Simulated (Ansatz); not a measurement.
Take ZrN in the rock salt structure (space group Fm-3m, No. 225; a = 4.5531 Å; relaxed with 0.1 eV smearing) as the base. Axes: x, y, z lie along the cube axes.

Computed with PBEsol/PAW in Ansatz (a first-principles code), no SOC, earlier PAW set.

Base values:

| Quantity | Value |
|---|---|
| Pressure | 0.0 GPa |

The change: biaxial strain −1.13 %, plane normal [110], relaxed out of plane (Cartesian); in-plane vectors clamped, the third vector and the atoms free.

Problem. What does the calculation give for the pressure and out-of-plane strain after the change?

Solution. The pressure (mean of the normal stresses, compression positive) goes from zero to 4.1 GPa; the out-of-plane strain amounts to +0.81 %.

Stability against distortions was not tested. All final runs are without spin polarisation. An odd electron count without spin: ZrN.
